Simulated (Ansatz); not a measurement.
For β-phase GaSe (model structure), PBEsol (plane waves, PAW; Ansatz, an electronic-structure program) gives:

| Property | Value |
|---|---|
| equilibrium lattice constant a | 3.746 Å |
| c axis length | 16.376 Å |

Task: What does HSE06-D3(BJ) (plane waves, PAW; Ansatz) give for the same quantities?

Result: 
- lattice constant a: 3.729 Å (decreases by 0.5 %)
- lattice parameter c: 15.718 Å (decreases by 4.0 %)

Changes are worked out from the printed values.

Unless a cell is named, each level is at its own relaxed cell (PBEsol 24.88, HSE06-D3(BJ) 23.66 Å³/atom).

Ansatz's density-functional and Hartree–Fock values are scalar-relativistic unless marked +SOC, with PAW data made under PBE.

A model structure was made by putting elements into a prototype or built by hand; here it ended with the formula and space group of a phase in our tables.
